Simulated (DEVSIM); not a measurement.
Structure: abrupt Si p-n junction, at 300 K.

Layer 1 from the left is Si, thickness (μm) 2.00, Na (cm⁻³) 1.1e18, τn (s) 1.1e-7, τp (s) 1.1e-7. Layer 2 from the left is Si, thickness (μm) 7.00, Nd (cm⁻³) 1.7e17, τn (s) 1.1e-7, τp (s) 1.1e-7.

Left contact: ohmic. Right contact: ohmic. Voltage is applied to the left contact. Recombination: SRH at mid-gap, Auger. Mobility is μmin + (μ − μmin)/(1 + (N/Nref)^α).

Constants are typed, rounded textbook-type inputs, not results; the design itself was drawn at random and stands for no fabricated device. Values at 300 K.

Si: gap (eV) 1.124, affinity (eV) 4.05, permittivity 11.7, Nc (cm⁻³) 2.86e19, Nv (cm⁻³) 3.1e19, μn (cm²/Vs) 1417, μp (cm²/Vs) 470, μn,min 52, μp,min 45, Nref,n 9.7e16, Nref,p 2.2e17, αn 0.68, αp 0.72, Cn (cm⁶/s) 2.8e-31, Cp (cm⁶/s) 9.9e-32.

Model (solved in DEVSIM): 1D drift-diffusion, Boltzmann statistics, complete ionisation; no tunnelling, impact ionisation, image-force lowering or self-heating.

Dark forward current:

```csv
|V| (V),|J| (A/cm²)
0.05,8.330e-9
0.10,2.935e-8
0.15,8.636e-8
0.20,2.449e-7
0.25,6.979e-7
0.30,2.063e-6
0.35,6.628e-6
0.40,2.468e-5
0.45,0.0001118
0.50,0.0006082
0.55,0.003739
0.60,0.02452
0.65,0.1656
0.70,1.132
0.75,7.703
0.80,49.82
0.85,265.8
0.90,1012
0.95,2739
```

### Question
Work out the local ideality factor n = ΔV / (kT/q · ln(J2/J1)) between the rows 0.15 and 0.20 V, 0.65 and 0.70 V, 0.90 and 0.95 V.

### Answer
kT/q = 25.85 mV. From 0.15 to 0.20 V: ln(2.449e-7/8.636e-8) = 1.042, n = 1.86, near the 2 of recombination in the depletion region. From 0.65 to 0.70 V: ln(1.132/0.1656) = 1.922, n = 1.01, near the 1 of diffusion or emission over a barrier. From 0.90 to 0.95 V: ln(2739/1012) = 0.996, n = 1.94.

### Question
Estimate the current at 0.65 V from the Shockley equation with J0 = Σ q ni² D/(N L) coth(W/L), τ joining the SRH, radiative and Auger lifetimes that are on, and W taken as the whole layer.

### Answer
ni² = 1.16e20 cm⁻⁶; electrons in the p layer: μ = 272 cm²/Vs, D = 7.02 cm²/s, τ = 1.09e-7 s, L = 8.73 μm, W/L = 0.23, term 6.03e-13 A/cm²; holes in the n layer: μ = 277 cm²/Vs, D = 7.16 cm²/s, τ = 1.10e-7 s, L = 8.87 μm, W/L = 0.79, term 1.34e-12 A/cm². J0 = 1.94e-12 A/cm², and J = J0 exp(qV/kT) = 0.162 A/cm². The simulation gives 0.166 A/cm²; the estimate lies 2.3 % below. The estimate leaves out recombination in the depletion region and that region's share of W.
